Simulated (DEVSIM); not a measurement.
System: illuminated Ge n-on-p cell, one wavelength, with a back-surface field, at 350 K.

```
layer (left to right)  material  thickness (μm)  Nd (cm⁻³)  Na (cm⁻³)  τn (s)  τp (s)  absorption coefficient (cm⁻¹)
---------------------  --------  --------------  ---------  ---------  ------  ------  -----------------------------
1                            Ge           0.960     3.3e18          -  2.6e-8  4.1e-8                           1400
2                            Ge             290          -       8e16  5.8e-7  5.8e-7                           1400
3                            Ge            2.00          -     3.3e18  5.8e-7  5.8e-7                           1400
```

Left contact: ohmic, minority hole recombination velocity 4e5 cm/s. Right contact: ohmic, minority electron recombination velocity 1000 cm/s. Voltage is applied to the left contact. Recombination: SRH at mid-gap, radiative, Auger. Light enters at the left, 2e18 photons cm⁻² s⁻¹, one pass, no reflection. Mobility is constant in doping. Where it depends on doping, it is μmin + (μ − μmin)/(1 + (N/Nref)^α).

This is a model device: material constants are rounded textbook-type values typed into the input, and sizes, dopings and lifetimes were drawn at random. Values at 300 K; Nc and Nv go as T^1.5, mobilities as T to minus their exponent, the gap by Varshni's rule with the affinity fixed. The table also holds parameters that only a changed run uses.

```tsv
parameter	Ge
gap (eV)	0.664
affinity (eV)	4
permittivity	16
Nc (cm⁻³)	1.04e19
Nv (cm⁻³)	6e18
μn (cm²/Vs)	3900
μp (cm²/Vs)	1900
μn,min	150
μp,min	100
Nref,n	2.6e17
Nref,p	4e17
αn	0.56
αp	0.6
T exponent of μn	1.66
T exponent of μp	2.33
B (cm³/s)	6.4e-14
Cn (cm⁶/s)	1e-31
Cp (cm⁶/s)	1e-31
Varshni α (eV/K)	0.000477
Varshni β (K)	235
```

Model (solved in DEVSIM): 1D drift-diffusion, Boltzmann statistics, complete ionisation; no tunnelling, impact ionisation, image-force lowering or self-heating.

Base results: potential step across the device at zero bias (V) 0.578; short-circuit current (mA/cm²) 286; largest power (mW/cm²) 23.7; dark forward voltage at 100 A/cm² (V) 0.443.

Question: What follows from this one change: doping Nd of layer 1 3.3e+18 → 3.3e+17 cm^-3?

Answer: potential step across the device at zero bias 0.578 → 0.508 V; short-circuit current little changed (286 mA/cm²); largest power 23.7 → 16.1 mW/cm²; dark forward voltage at 100 A/cm² 0.443 → 0.435 V.

Question: What follows from this one change: photon flux 2e+18 → 2e+17 cm^-2 s^-1?

Answer: potential step across the device at zero bias little changed (0.578 V); short-circuit current 286 → 28.6 mA/cm²; largest power 23.7 → 1.07 mW/cm²; dark forward voltage at 100 A/cm² little changed (0.443 V).

Question: What follows from this one change: doping Na of layer 2 8e+16 → 2.4e+15 cm^-3?

Answer: potential step across the device at zero bias little changed (0.578 V); short-circuit current 286 → 270 mA/cm²; largest power 23.7 → 5.79 mW/cm²; dark forward voltage at 100 A/cm² 0.443 → 0.543 V.
